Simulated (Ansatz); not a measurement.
**NbSi (model structure, started from the CoSn type, P6/mmm, No. 191, 6 atoms in the cell): properties by level of theory**

```
level (code)         equilibrium lattice constant a (Å)  lattice parameter c (Å)
-------------------  ----------------------------------  -----------------------
PBE (Ansatz)                                      5.580                    4.299
PBEsol (Ansatz)                                     ___                      ___
PBE-D3(BJ) (Ansatz)                               5.527                      ___
```

Complete the blanks.


- PBEsol (Ansatz, a quantum-chemistry and plane-wave program), equilibrium lattice constant a (Å): 5.523
- PBEsol (Ansatz), lattice parameter c (Å): 4.272
- PBE-D3(BJ) (Ansatz), lattice parameter c (Å): 4.247

Ansatz's density-functional and Hartree–Fock values are scalar-relativistic unless marked +SOC, with PAW data made under PBE.

Computed values are for the static lattice.

A model structure was made by putting elements into a prototype or built by hand; it is no filed structure, need not be a known phase, and can be a saddle point held by its symmetry.
